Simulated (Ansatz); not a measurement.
# Hypothetical simple cubic Ag: pressure series

The parent structure is Ag in the simple cubic structure (space group Pm-3m, No. 221; a hypothetical phase, not in the database extracts checked).

```
Ag
1.0
    2.68457     0.00000     0.00000
    0.00000     2.68457     0.00000
    0.00000     0.00000     2.68457
Ag
1
Direct
  0.00000   0.00000   0.00000
```

Cell and atoms are relaxed at each pressure.

All numbers come from Kohn–Sham DFT with the PBEsol functional, run in Ansatz (a first-principles code) with PAW and 420 eV plane waves, no SOC.

Notes on the quantities. enthalpy: H = E + PV relative to the base's energy.

```
case                   enthalpy  lattice parameter a
----------------  -------------  -------------------
base                          –              2.685 Å
pressure −2 GPa   -0.24 eV/atom              2.706 Å
pressure −1 GPa   -0.12 eV/atom              2.695 Å
pressure 0.3 GPa  +0.04 eV/atom              2.682 Å
pressure 0.7 GPa  +0.08 eV/atom              2.678 Å
pressure 1.5 GPa  +0.18 eV/atom              2.670 Å
pressure 3 GPa    +0.36 eV/atom              2.657 Å
pressure 5 GPa    +0.59 eV/atom              2.641 Å
pressure 7.5 GPa  +0.87 eV/atom              2.623 Å
pressure 10 GPa   +1.15 eV/atom              2.607 Å
```

Load acts through the strain it causes; cell and atoms are relaxed under it. Whether these cells are dynamically stable was not tested. No other phases were tried under pressure.
